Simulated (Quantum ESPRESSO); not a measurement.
A relaxation of the atoms of Be4AlNi (R3m, 6 atoms in the cell) with Quantum ESPRESSO.

Method of the run: LDA (PZ), PSlibrary PAW (LDA) pseudopotentials (plane waves; Quantum ESPRESSO).

The input file:

```fortran
&CONTROL
 calculation = 'relax',
 prefix = 'Be4AlNi',
 outdir = './tmp/',
 pseudo_dir = './',
 verbosity = 'high',
 forc_conv_thr = 1.9e-03,
/
&SYSTEM
 ibrav = 0,
 celldm(1) = 7.9756127070,
 nat = 6,
 ntyp = 3,
 ecutwfc = 50,
 ecutrho = 300,
 occupations = 'smearing',
 smearing = 'fermi-dirac',
 degauss = 0.0073499,
/
&ELECTRONS
 conv_thr = 1.0d-10,
 mixing_beta = 0.7,
/
&IONS
/
ATOMIC_SPECIES
Be     9.0122  Be.pz-n-kjpaw_psl.1.0.0.UPF
Al    26.9815  Al.pz-n-kjpaw_psl.1.0.0.UPF
Ni    58.6934  Ni.pz-n-kjpaw_psl.1.0.0.UPF
CELL_PARAMETERS {alat}
   0.0000000000     0.7071067812     0.7071067812
   0.7071067812     0.0000000000     0.7071067812
   0.7071067812     0.7071067812     0.0000000000
ATOMIC_POSITIONS {crystal}
Be    0.3881290000    0.3881290000    0.3881290000
Be    0.8791400000    0.3736200000    0.3736200000
Be    0.3736200000    0.3736200000    0.8791400000
Be    0.3736200000    0.8791400000    0.3736200000
Al    0.7500000000    0.7500000000    0.7500000000
Ni    0.0000000000    0.0000000000    0.0000000000
K_POINTS {automatic}
5 5 5  0 0 0
```

Output (repeated stretches shortened):

```
     Self-consistent Calculation

     iteration #  1     ecut=    50.00 Ry     beta= 0.70

---- Real-time Memory Report at c_bands before calling an iterative solver
           149 MiB given to the printing process from OS
            42 MiB allocation reported by mallinfo(arena+hblkhd)
------------------

     Threshold (ethr) on eigenvalues was too large:
     Diagonalizing with lowered threshold

---- Real-time Memory Report at c_bands before calling an iterative solver
           181 MiB given to the printing process from OS
            67 MiB allocation reported by mallinfo(arena+hblkhd)
------------------

   [... lines left out ...]

---- Real-time Memory Report at c_bands before calling an iterative solver
           187 MiB given to the printing process from OS
            74 MiB allocation reported by mallinfo(arena+hblkhd)
------------------

     total energy              =    -244.34184843 Ry
     estimated scf accuracy    <          3.4E-10 Ry

     iteration # 13     ecut=    50.00 Ry     beta= 0.70

---- Real-time Memory Report at c_bands before calling an iterative solver
           187 MiB given to the printing process from OS
            74 MiB allocation reported by mallinfo(arena+hblkhd)
------------------
     End of self-consistent calculation

     the Fermi energy is     9.8819 ev

!    total energy              =    -244.34184843 Ry
     estimated scf accuracy    <          4.7E-12 Ry
     smearing contrib. (-TS)   =      -0.00398649 Ry
     internal energy E=F+TS    =    -244.33786194 Ry

      -> PAW hartree energy AE =      90.42442558 Ry
      -> PAW hartree energy PS =     -90.05821605 Ry
      -> PAW xc energy AE      =    -177.97685342 Ry
      -> PAW xc energy PS      =      48.73092988 Ry
      -> total E_H with PAW    =      33.07731850 Ry
      -> total E_XC with PAW   =    -179.69741935 Ry

     convergence has been achieved in  13 iterations

     Forces acting on atoms (cartesian axes, Ry/au):

     atom    1 type  1   force =    -0.04946765   -0.04946765   -0.04946765
   [... lines left out ...]
     Total force =     0.096714     Total SCF correction =     0.000000
     the Fermi energy is     9.8961 ev
!    total energy              =    -244.35376419 Ry
     Total force =     0.005858     Total SCF correction =     0.000000
     bfgs converged in   5 scf cycles and   4 bfgs steps
     Final energy             =    -244.3537641905 Ry
   [... lines left out ...]
Be               0.8822198480        0.3761929299        0.3761929299
Be               0.3761929299        0.3761929299        0.8822198480
Be               0.3761929299        0.8822198480        0.3761929299
Al               0.7516898250        0.7516898250        0.7516898250
Ni               0.0019239475        0.0019239475        0.0019239475
End final coordinates

   JOB DONE.
```

The run converged.  The full log also holds: “c_bands:  1 eigenvalues not converged”.

Summary of the result:
| Property | Result |
|---|---|
| Free energy E − TS | -3324.6023 eV |
| Fermi level (on the code's own zero) | 9.90 eV |
| Largest force (vector length) | 0.082 eV/Å |
| Relaxation steps | 4 |

The starting cell comes from a database of computed structures (which also holds hypothetical and non-ambient phases and stackings), without a prior relaxation at this level. Its lattice was rescaled by up to half a per cent. For this run, on top of that: one atom moved by 0.15 angstrom. Spin polarisation is off. The relaxation keeps the symmetry of its start, so its end need not be a minimum.

Cost on one core of a shared machine: roughly 2 min.
